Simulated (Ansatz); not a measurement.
The reference is Na in the bcc (W type) structure (space group Im-3m, No. 229; a = 4.197 Å).

The values are results of PBE (Ansatz, a quantum-chemistry and plane-wave program, PAW, spin-orbit coupling left out), not measurements.

Base values:

* **Lattice parameter a**: 4.197 Å

It is then changed as follows: Li takes the place of Na on all its sites; the structure is relaxed again.

Tabulated Pauling electronegativity and covalent radius: Na 0.93, 1.66 Å; Li 0.98, 1.28 Å.

Estimate the effect on the lattice parameter a.

The lattice parameter a shrinks by 0.7613 Å to 3.435 Å.

Stability against distortions was not tested.
